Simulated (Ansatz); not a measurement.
Ansatz (an electronic-structure program) run on SiO (P6_422, 12 atoms in the cell): self-consistent single point

Level of theory: PBEsol, default PAW files made with PBE (plane waves; Ansatz).

Input:

Ansatz 0.2 input:
```yaml
crystal:
  lattice:
    - [4.532960, 0.000000, 0.000000]
    - [-2.266480, 3.925659, 0.000000]
    - [0.000000, 0.000000, 9.566270]
  atoms:
    - { symbol: Si, position: [0.500000, 0.500000, 0.440690] }
    - { symbol: Si, position: [0.000000, 0.500000, 0.107357] }
    - { symbol: Si, position: [0.500000, 0.000000, 0.774023] }
    - { symbol: Si, position: [0.500000, 0.500000, 0.892643] }
    - { symbol: Si, position: [0.500000, 0.000000, 0.225977] }
    - { symbol: Si, position: [0.000000, 0.500000, 0.559310] }
    - { symbol: O, position: [0.831240, 0.662480, 0.000000] }
    - { symbol: O, position: [0.168760, 0.831240, 0.666667] }
    - { symbol: O, position: [0.337520, 0.168760, 0.333333] }
    - { symbol: O, position: [0.168760, 0.337520, 0.000000] }
    - { symbol: O, position: [0.831240, 0.168760, 0.666667] }
    - { symbol: O, position: [0.662480, 0.831240, 0.333333] }
basis:
  ecutwfc: 30.9 Ry
kpoints:
  mp_grid: { grid: [7, 7, 3] }
hamiltonian:
  xc: pbesol
  pseudopotentials: { kind: paw }
scf:
  occupations: { method: cold, width: 0.0073 Ry }
output:
  forces: true
  eigenvalues: true
  stress: true
```

The program printed (abridged):

```
WARN the atoms were moved onto the symmetric positions of the space group found under crystal.symmetry.tolerance 1.0e-5 (fractional …
WARN ansatz: RAYON_NUM_THREADS=1 ignored (pool sized by the plan → 1); use --threads N
Pseudopotentials: kind: paw
Pseudopotential: Si, paw, valence charge 4
Pseudopotential: O, paw, valence charge 6
Crystal: 12 atoms, lattice volume = 170.230 Å³
Basis set: ecut = 420.4159175005146 eV, 3325 PW (Γ), exchange–correlation on 64×64×128 points (8 copies of the dense FFT grid, shifted against one another)
Bands: 42, of which v1, the nominal top of the filled ones, is band 30 counted from 1 (29 counted from 0)
Symmetry: 12 space group operations
Space group: P6422 (ITA 181), of the structure as read, at distance tolerance 5.5e-5 Å
k-points: 16 of 147 (time reversal used)
PAW frozen core: Si, regenerated for the run's functional, and the local potential with it
PAW frozen core: O, regenerated for the run's functional, and the local potential with it
Initial density: superposition of atomic densities (neutral atoms: chi_scale 0, normalization atom), corrected by the library's trained network
Initial wavefunctions: pseudopotential atomic-orbital guess
Eigensolver: davidson
Functional: x = pbesol(κ = 0.804, μ = 0.12345679012345678), c = pbesol(β = 0.046)
SCF iter   1: F=—  HF=-7099.680957 eV  |F-HF|=—  |Δ(HF+E_count)|=         —  Δρ=8.75e-3  dr2=7.01e-2  ethr=1.77e-3  ⟨swp⟩=6.9  Hψ=3512  notcnv=0  defer=17
all-band conjugate gradients solve this SCF's bands
preconditioner: auto → Resta (q_TF=auto, 2.293 Å⁻¹)
SCF iter   2: F=—  HF=-7099.666724 eV  |F-HF|=—  |Δ(HF+E_count)|=   1.42e-2  S|Δr|=    0.00e0  Δρ=2.54e-3  dr2=6.36e-3  ethr=1.17e-4  ⟨swp⟩=2.1  Hψ=1188  notcnv=0  defer=44
SCF iter   3: F=—  HF=-7099.666281 eV  |F-HF|=—  |Δ(HF+E_count)|=   4.43e-4  S|Δr|=    0.00e0  Δρ=1.37e-3  dr2=1.74e-3  ethr=1.06e-5  ⟨swp⟩=2.4  Hψ=979  notcnv=0  defer=44
SCF iter   4: F=—  HF=-7099.666314 eV  |F-HF|=—  |Δ(HF+E_count)|=   3.35e-5  S|Δr|=    0.00e0  Δρ=4.62e-4  dr2=2.14e-4  ethr=2.90e-6  ⟨swp⟩=2.1  Hψ=919  notcnv=0  defer=44
SCF iter   5: F=—  HF=-7099.666331 eV  |F-HF|=—  |Δ(HF+E_count)|=   1.68e-5  S|Δr|=    0.00e0  Δρ=8.29e-5  dr2=7.81e-6  ethr=3.57e-7  ⟨swp⟩=2.8  Hψ=955  notcnv=0  defer=44
SCF iter   6: F=—  HF=-7099.666264 eV  |F-HF|=—  |Δ(HF+E_count)|=   6.71e-5  S|Δr|=    0.00e0  Δρ=7.04e-6  dr2=1.13e-7  ethr=1.30e-8  ⟨swp⟩=2.0  Hψ=870  notcnv=0  defer=44
SCF iter   7: F=-7099.666264 eV  HF=-7099.666264 eV  |F-HF|=1.40e-9  |Δ(HF+E_count)|=   4.59e-8  S|Δr|=    0.00e0  Δρ=1.07e-6  dr2=2.14e-9  ethr=1.67e-10  ⟨swp⟩=10.9  Hψ=3456  notcnv=0
SCF 1 converged in 7 iterations: F = -7099.666264 eV  dr2 = 2.14e-9
SCF converged after 7 iterations
Stability not checked (fill_not_monotonic)
Free energy (F): -7099.666264 eV
Harris-Foulkes:  -7099.666264 eV  (|F-HF|=1.40e-9)
Internal energy: -7099.666088 eV  (E = F + TS)
E sigma→0 (E₀):  -7099.666205 eV
Entropy (-TS):   -0.000176 eV (-0.015 meV/atom)
Fermi energy:    6.032557 eV
Step filling:    the computed levels leave a gap of 0.0000 eV = 0.0 smearing widths
--- Per-component energies (eV) ---
  E_band       = -142.654982
  E_kinetic    = 1310.770305
  E_local      = -3018.189291  (includes V_loc(G=0)·N_el)
  E_nonlocal   = 439.382912
  E_hartree    = 1100.103762
  E_xc         = -765.050004
  E_vxc        = -841.854054  (∫ρ·V_xc dr)
  E_paw        = -3910.713969  (= ΣΔE_a)
  E_vpaw       = -232.986525  (= ΣTr[D̂ρ^β])
  E_aug_tail   = 0.015105  (compensation charges beyond the density's cutoff)
  E_ewald      = -2256.386000
  E_core_change = 0.401091  (= ΣΔE_core)
  E_smearing   = -0.000176  (= −TS)
  E_closure    = -0.000000  (closes the sum)
  Σ components = -7099.666264   (vs F -7099.666264, Δ=0.00e0)
--- Forces (eV/Å), atoms counted from 1 ---
  atom   1  Si    -0.00000000    -0.00000000    -0.16267029
  atom   2  Si    -0.00000000     0.00000000    -0.16267029
  atom   3  Si     0.00000000    -0.00000000    -0.16267029
  atom   4  Si    -0.00000000    -0.00000000     0.16267029
  atom   5  Si     0.00000000     0.00000000     0.16267029
  atom   6  Si     0.00000000     0.00000000     0.16267029
  atom   7  O     -0.00000000    -0.06220498     0.00000000
  atom   8  O      0.05387109    -0.03110249    -0.00000000
  atom   9  O      0.05387109     0.03110249     0.00000000
  atom  10  O     -0.00000000     0.06220498    -0.00000000
  atom  11  O     -0.05387109     0.03110249     0.00000000
  atom  12  O     -0.05387109    -0.03110249    -0.00000000
  max |Σ_I F_I| component: 7.40e-17 eV/Å
--- Stress (GPa, compression-positive) ---
       -2.853529       0.000000       0.000000
        0.000000      -2.853529      -0.000000
        0.000000      -0.000000      -2.877316
  P = ⅓ Tr σ = -2.8615 GPa (-28.615 kbar)
  The stress holds the Pulay correction. Without it, at fixed plane waves, as pw.x and ABINIT print it: P = -3.2929 GPa
--- Band table (eV; the first three rows and the last of 16) ---
  k-point 0: bands = ["-15.0988", "-14.9117", "-14.9117", "-13.4404", "-13.4404", "-13.4264", "-4.7797", "-4.7797", "-3.7202", "-1.4355", "-1.4355", "-1.1778", "-0.9836", "-0.5958", "-0.5958", "0.6141", "0.6141", "0.6232", "0.6392", "1.2469", [...]
  k-point 1: bands = ["-15.0705", "-14.9974", "-14.8541", "-13.4445", "-13.4341", "-13.4286", "-5.0155", "-4.3718", "-3.9321", "-1.5095", "-1.3209", "-1.2186", "-0.8250", "-0.6511", "-0.6134", "0.5305", "0.5766", "0.6962", "0.7108", "0.9120", [...]
  k-point 2: bands = ["-15.0391", "-14.8717", "-14.8493", "-13.5253", "-13.5238", "-13.4703", "-4.6890", "-4.6719", "-3.7000", "-1.9814", "-1.5293", "-1.3386", "-0.6101", "-0.5292", "-0.4633", "0.1748", "0.4337", "0.5796", "1.0128", "1.1317", [...]
  k-point 15: bands = ["-14.5992", "-14.5556", "-14.3116", "-14.2102", "-13.9397", "-13.8933", "-4.3975", "-3.9737", "-3.4053", "-2.8205", "-2.3542", "-2.1496", "-1.0013", "-0.5574", "0.1877", "0.4217", "0.6945", "1.0316", "1.2210", "1.3558", [...]
```

The run converged in 7 iterations.

The starting cell comes from a database of computed structures (which also holds hypothetical and non-ambient phases and stackings), without a prior relaxation at this level. Ansatz's pressure includes its estimate of the finite-basis (Pulay) stress. The run gives no clean gap (levels at the Fermi energy touch, overlap or are partly filled at this smearing), which alone does not show that the compound is a metal.
